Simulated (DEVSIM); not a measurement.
Device: abrupt Ge n-p junction, at 300 K.

Layer 1 from the left is Ge, thickness (μm) 0.220, Nd (cm⁻³) 1.1e16, τn (s) 1.3e-6, τp (s) 1.3e-6. Layer 2 from the left is Ge, thickness (μm) 1.20, Na (cm⁻³) 2e17, τn (s) 1.3e-6, τp (s) 1.3e-6.

Left contact: ohmic. Right contact: ohmic. Voltage is applied to the left contact. Recombination: SRH at mid-gap, radiative, Auger. Mobility is μmin + (μ − μmin)/(1 + (N/Nref)^α).

This is a model device: material constants are rounded textbook-type values typed into the input, and sizes, dopings and lifetimes were drawn at random. Values at 300 K.

Ge: gap (eV) 0.664, affinity (eV) 4, permittivity 16, Nc (cm⁻³) 1.04e19, Nv (cm⁻³) 6e18, μn (cm²/Vs) 3900, μp (cm²/Vs) 1900, μn,min 150, μp,min 100, Nref,n 2.6e17, Nref,p 4e17, αn 0.56, αp 0.6, B (cm³/s) 6.4e-14, Cn (cm⁶/s) 1e-31, Cp (cm⁶/s) 1e-31.

DEVSIM, 1D drift-diffusion, Boltzmann statistics, complete ionisation; no tunnelling, impact ionisation, image-force lowering or self-heating.

**Question.** What does the simulation give for the dark forward voltage at 1 A/cm², the largest field in the device at zero bias, the dark forward voltage at 100 A/cm², the potential step across the device at zero bias?

**Answer.** dark forward voltage at 1 A/cm² 0.075 V; largest field in the device at zero bias 33000 V/cm; dark forward voltage at 100 A/cm² 0.210 V; potential step across the device at zero bias 0.399 V.
